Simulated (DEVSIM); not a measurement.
System: illuminated Si n-on-p cell, one wavelength, at 300 K.

Layer 1 from the left is Si, thickness (μm) 0.210, Nd (cm⁻³) 1.9e18, τn (s) 4.2e-9, τp (s) 8e-9, absorption coefficient (cm⁻¹) 33000. Layer 2 from the left is Si, thickness (μm) 63.0, Na (cm⁻³) 8.2e15, τn (s) 1.2e-7, τp (s) 1.2e-7, absorption coefficient (cm⁻¹) 33000.

Left contact: ohmic, minority hole recombination velocity 60 cm/s. Right contact: ohmic, minority electron recombination velocity 50 cm/s. Voltage is applied to the left contact. Recombination: SRH at mid-gap, radiative, Auger. Gap narrowing is on: ΔEg = 6.92 meV × (l + √(l² + 0.5)), l = ln(N/1.3e17 cm⁻³), shared equally by both band edges. Light enters at the left, 3.2e17 photons cm⁻² s⁻¹, one pass, no reflection. Mobility is constant in doping.

The device is made up for the run: typed textbook-type constants, with dimensions and the other settings drawn at random. Values at 300 K.

Si: gap (eV) 1.124, affinity (eV) 4.05, permittivity 11.7, Nc (cm⁻³) 2.86e19, Nv (cm⁻³) 3.1e19, μn (cm²/Vs) 1417, μp (cm²/Vs) 470, B (cm³/s) 4.7e-15, Cn (cm⁶/s) 2.8e-31, Cp (cm⁶/s) 9.9e-32.

DEVSIM, 1D drift-diffusion, Boltzmann statistics, complete ionisation; no tunnelling, impact ionisation, image-force lowering or self-heating.

### Question
What does the simulation give for the largest field in the device at zero bias, the open-circuit voltage, the share of generated pairs collected at short circuit?

### Answer
largest field in the device at zero bias 70000 V/cm; open-circuit voltage 0.541 V; share of generated pairs collected at short circuit 0.995.
